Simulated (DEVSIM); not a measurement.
Device: Si p-n junction from an implanted or diffused profile, at 400 K.

| layer (left to right) | material | thickness (μm) | Nd (cm⁻³) | τn (s) | τp (s) |
|---|---|---|---|---|---|
| 1 | Si | 170 | 1.8e14 | 3.1e-6 | 3.1e-6 |

Added acceptor profile: 3.8e17 cm⁻³ × exp(−(x − 0 μm)²/(2·(0.034 μm)²)). Left contact: ohmic. Right contact: ohmic. Voltage is applied to the left contact. Recombination: SRH at mid-gap, Auger. Gap narrowing is on: ΔEg = 6.92 meV × (l + √(l² + 0.5)), l = ln(N/1.3e17 cm⁻³), shared equally by both band edges. Mobility is constant in doping.

This is a model device: material constants are rounded textbook-type values typed into the input, and sizes, dopings and lifetimes were drawn at random. Values at 300 K; Nc and Nv go as T^1.5, mobilities as T to minus their exponent, the gap by Varshni's rule with the affinity fixed.

```
parameter               Si
----------------  --------
gap (eV)             1.124
affinity (eV)         4.05
permittivity          11.7
Nc (cm⁻³)          2.86e19
Nv (cm⁻³)           3.1e19
μn (cm²/Vs)           1417
μp (cm²/Vs)            470
T exponent of μn       2.3
T exponent of μp       2.2
Cn (cm⁶/s)         2.8e-31
Cp (cm⁶/s)         9.9e-32
Varshni α (eV/K)  0.000473
Varshni β (K)          636
```

Simulated with DEVSIM: 1D drift-diffusion, Boltzmann statistics, complete ionisation; no tunnelling, impact ionisation, image-force lowering or self-heating.

Q: Tabulate band edges, carrier densities and field at 0.9 V on the left contact.

A: Energies count from the Fermi level of the right contact; mesh points crowd at the junctions.

```csv
x (μm),Ec (eV),Ev (eV),n (cm⁻³),p (cm⁻³),field (V/cm)
0.000,0.014,-1.067,1.4e8,3.8e17,-2000
0.02376,0.006,-1.077,1.2e12,2.8e17,-6500
0.05236,-0.019,-1.111,4.5e12,1.0e17,-14000
0.08228,-0.061,-1.156,1.8e13,2.8e16,-14000
0.1224,-0.105,-1.201,6.7e13,7.7e15,-8400
0.1523,-0.126,-1.222,1.2e14,4.2e15,-5800
0.2005,-0.148,-1.244,2.4e14,2.2e15,-3600
0.3826,-0.180,-1.276,6.3e14,8.5e14,-760
0.7917,-0.189,-1.285,8.2e14,6.5e14,≈ 0
1.771,-0.187,-1.283,8.2e14,6.4e14,21
4.177,-0.182,-1.278,8.1e14,6.3e14,21
13.95,-0.161,-1.257,7.6e14,5.8e14,22
35.53,-0.109,-1.205,6.8e14,5.0e14,25
85.00,0.033,-1.063,5.3e14,3.5e14,32
145.0,0.262,-0.834,3.9e14,2.1e14,47
159.8,0.341,-0.755,3.1e14,1.3e14,62
165.9,0.384,-0.712,2.6e14,7.6e13,83
168.4,0.408,-0.689,2.2e14,3.8e13,110
169.6,0.421,-0.675,1.9e14,1.3e13,130
169.8,0.425,-0.671,1.8e14,5.2e12,140
169.9,0.427,-0.669,1.8e14,1.9e12,140
170.0,0.428,-0.669,1.8e14,1.8e11,140
```
